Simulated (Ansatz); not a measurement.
The starting structures come from a database of crystals and need not be the phases stable at ambient conditions.

 Where the default PAW files enter, the runs use the earlier of Ansatz's two default sets.

Input:

```
NbNO
1.0
    5.02537     0.00000     0.00000
    0.87608     5.17090     0.00000
    0.00000     0.00000     5.08413
Nb N O
4 4 4
Direct
  0.70738   0.71957   0.45248
  0.29262   0.28043   0.54752
  0.29262   0.78043   0.95248
  0.70738   0.21957   0.04752
  0.55560   0.97551   0.74517
  0.44440   0.02449   0.25483
  0.44440   0.52449   0.24517
  0.55560   0.47551   0.75483
  0.93852   0.34953   0.32315
  0.06148   0.65047   0.67685
  0.06148   0.15047   0.82315
  0.93852   0.84953   0.17685
```

Space group of this cell: P2_1/c. The cell is taken as given; by PBEsol its mean pressure is -10.9 GPa.

Transport runs along the normal of the first two printed cell vectors.

No gap correction and no spin-orbit coupling; mid-gap values are interpolated between computed energies.

### Question
State the band gap and the smallest decay constant κ at mid-gap according to Ansatz (a quantum-chemistry and plane-wave program) with PBEsol.

### Answer
Gap 1.55 eV on a 6×6×6 mesh; κ = 0.249 1/Å, at (0.500, 0.000) of the in-plane reciprocal vectors. At the zone centre, at the nearest computed energy, the slowest state has κ = 0.27 1/Å.
